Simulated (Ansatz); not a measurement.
Take Al2O3 in the corundum structure (space group R-3c, No. 167) as the base.

```xyz
10
Lattice="2.3794 1.3738 4.3317 -2.3794 1.3738 4.3317 0.0000 -2.7475 4.3317" Properties=species:S:1:pos:R:3 pbc="T T T"
Al     0.0000     0.0000     4.5732
Al     0.0000     0.0000     1.9244
Al     0.0000     0.0000     8.4220
Al     0.0000     0.0000    11.0707
O     -0.9215     1.3738     7.5805
O     -0.7290    -1.4849     7.5805
O      1.6505     0.1111     7.5805
O      0.9215    -1.3738     5.4147
O      0.7290     1.4849     5.4147
O     -1.6505    -0.1111     5.4147
```

Cartesian axes are those of the cell as printed.

Method: r2SCAN (Ansatz, an electronic-structure program, PAW, no spin-orbit coupling).

Base values:

The valence-band top at Γ is 0.00, -0.05, -0.05 eV and the electron mass comes out as 0.41 mₑ along c, 0.38 mₑ across (at Γ). The band gap is 7.14 eV.

Modification: uniaxial stress, 2 GPa compression along z; all other stress components relax to zero.

**Question.** What does the calculation give for the valence-band top at Γ, electron mass, secant Young's modulus along z, mean lateral Poisson ratio and band gap after the change?

**Answer.** The valence-band top at Γ (three highest levels, from the VBM) becomes 0.00, -0.10, -0.10 eV (base: 0.00, -0.05, -0.05 eV); the electron mass becomes 0.42 mₑ along z, 0.38 mₑ across (at Γ) (base: 0.41 mₑ along c, 0.38 mₑ across (at Γ)); the secant Young's modulus along z amounts to 460 GPa; the mean lateral Poisson ratio is 0.18; the band gap is nearly the same (7.14 eV against 7.13 eV).

Load acts through the strain it causes; cell and atoms are relaxed under it. Masses are band curvatures over ±0.01 Å⁻¹ around the edge. Stability under load was not tested beyond the relaxation.
